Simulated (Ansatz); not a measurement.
# Point defects in BP

Start from a 16-atom supercell of BP in the zinc blende structure (space group F-43m, No. 216; a = 4.520 Å) at its relaxed geometry.

One neutral defect a cell, atoms relaxed at fixed cell.

Calculations: PBEsol, PAW, 420 eV (Ansatz, a first-principles code; scalar-relativistic without spin-orbit coupling).

```json
[
 {"change": "perfect supercell", "pressure": "0.0 GPa", "largest displacement of a host atom from its site in the perfect cell": "–"},
 {"change": "P on a B site (antisite)", "pressure": "8.0 GPa", "largest displacement of a host atom from its site in the perfect cell": "0.20 Å"},
 {"change": "P vacancy, symmetric start", "pressure": "-1.0 GPa", "largest displacement of a host atom from its site in the perfect cell": "0.18 Å"},
 {"change": "P interstitial (started 1.96 Å from the nearest host atom)", "pressure": "15.9 GPa", "largest displacement of a host atom from its site in the perfect cell": "1.12 Å"}
]
```

The magnetic state is the one reached from the starting moments; the real material's order can differ, and small cells can't hold many antiferromagnetic ones. In so small a cell the defect repeats every few ångströms: this is an ordered compound, not a dilute defect. A case with no gap was solved on a k-mesh chosen for an insulator, which is coarse for it. Defects with a symmetric start kept the site's symmetry and may sit on a saddle; the others started slightly shaken. Seeded moments were not kept for P on a B site (antisite), P vacancy and P interstitial (started 1.96 Å from the nearest host atom).
